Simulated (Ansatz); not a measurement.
Ansatz (a quantum-chemistry and plane-wave program) run on Ir (Fm-3m, 1 atom in the cell): self-consistent single point.

Method: PBE (plane waves, PAW; Ansatz).

```
CELL_PARAMETERS angstrom
      0.00000     1.91040     1.91040
      1.91040     0.00000     1.91040
      1.91040     1.91040     0.00000
ATOMIC_POSITIONS crystal
  Ir 0.00000 0.00000 0.00000
```

Reference input (self-consistent single point, DFT, PBE, plane waves, default PAW files): basis.ecutwfc = 420 eV; kpoints.mp_grid.grid = 15 15 15; hamiltonian.xc = pbe; hamiltonian.pseudopotentials = {kind: paw} (the program's default PAW files); scf.occupations.method = gaussian; scf.occupations.width = 0.1 eV. This run's input differs from it in these lines:

Ansatz 0.2 input:
```diff
@@ -9,3 +9,3 @@
 basis:
-  ecutwfc: 420.0
+  ecutwfc: 335.0
 kpoints:
```

Log, with long lists cut:

```
SCF iter   1: F=—  HF=-11935.269176 eV  |F-HF|=—  |Δ(HF+E_count)|=         —  Δρ=4.64e-3  dr2=5.35e-4  ethr=1.77e-3  ⟨swp⟩=5.0  Hψ=7561  notcnv=0
all-band conjugate gradients solve this SCF's bands
preconditioner: auto → none
SCF iter   2: F=—  HF=-11935.269545 eV  |F-HF|=—  |Δ(HF+E_count)|=   3.68e-4  Δρ=2.25e-3  dr2=1.15e-4  ethr=3.15e-6  ⟨swp⟩=2.3  Hψ=3202  notcnv=0
SCF iter   3: F=—  HF=-11935.269823 eV  |F-HF|=—  |Δ(HF+E_count)|=   2.79e-4  Δρ=3.26e-4  dr2=1.01e-5  ethr=6.76e-7  ⟨swp⟩=2.0  Hψ=2080  notcnv=0
SCF iter   4: F=—  HF=-11935.269818 eV  |F-HF|=—  |Δ(HF+E_count)|=   4.92e-6  Δρ=9.62e-5  dr2=2.42e-7  ethr=5.92e-8  ⟨swp⟩=2.2  Hψ=2118  notcnv=0
iter 5 did not close the SCF: its close was put off for the readings that it lacked (scf_convergence_deferred on its scf_iter line)
SCF iter   5: F=-11935.269819 eV  HF=-11935.269819 eV  |F-HF|=3.77e-9  |Δ(HF+E_count)|=   3.56e-7  Δρ=1.07e-5  dr2=9.23e-9  ethr=1.42e-9  ⟨swp⟩=2.6  Hψ=2549  notcnv=0
SCF iter   6: F=-11935.269819 eV  HF=-11935.269819 eV  |F-HF|=3.64e-12  |Δ(HF+E_count)|=  9.48e-10  Δρ=4.12e-7  dr2=1.57e-11  ethr=5.43e-11  ⟨swp⟩=3.0  Hψ=5107  notcnv=0
SCF 1 converged in 6 iterations: F = -11935.269819 eV  dr2 = 1.57e-11
Free energy (F): -11935.269819 eV
Internal energy: -11935.264793 eV  (E = F + TS)
E sigma→0 (E₀):  -11935.267306 eV
Entropy (-TS):   -0.005026 eV (-5.026 meV/atom)
Fermi energy:    26.357109 eV
--- Forces (eV/Å), atoms counted from 1 ---
  atom   1  Ir     0.00000000     0.00000000     0.00000000
--- Stress (GPa, compression-positive) ---
       14.751536       0.000000       0.000000
       -0.000000      14.751536       0.000000
       -0.000000       0.000000      14.751536
  P = ⅓ Tr σ = 14.7515 GPa (147.515 kbar)
  The stress holds the Pulay correction. Without it, at fixed plane waves, as pw.x and ABINIT print it: P = 10.9621 GPa
```

The run converged in 6 iterations. Against the reference run the free energy goes up by 23.2 meV/atom and the pressure hardly changes (14.82 to 14.75 GPa).

The starting cell has typed, rounded lattice constants, without a prior relaxation at this level. Its lattice was rescaled by up to half a per cent. Spin polarisation is off. Ansatz's pressure includes its estimate of the finite-basis (Pulay) stress. Without the estimate this run gives 10.96 GPa. The cutoff lies below the one recommended for these files.
